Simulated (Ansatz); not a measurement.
Base system: SiO2 (space group P4_12_12, No. 92; a = 5.0298 Å, c = 7.0120 Å).

Level of theory: PBEsol (Ansatz, a program for electronic structure, PAW, spin-orbit coupling left out).

For the base:

The shortest interatomic distance is 1.619 Å and the gap character comes out as direct at Γ. The c/a ratio is 1.394.

The change: full substitution Si → Te; the structure is relaxed again.

**Question.** Predict the new shortest interatomic distance.

**Answer.** The shortest interatomic distance increases by 0.2926 Å, from 1.619 Å to 1.911 Å.

**Question.** Predict the new gap character.

**Answer.** The gap character goes from direct at Γ to indirect, k = (0, 1/3, 1/4) in the run's primitive reciprocal basis → M–Γ (50 % along).

**Question.** What does the calculation give for the c/a ratio after the change?

**Answer.** The c/a ratio rises by 0.150 to 1.544.

With Te present, leaving out spin-orbit coupling can change the band edges. Gaps are read on the SCF mesh and a high-symmetry path. Stability against distortions was not tested.
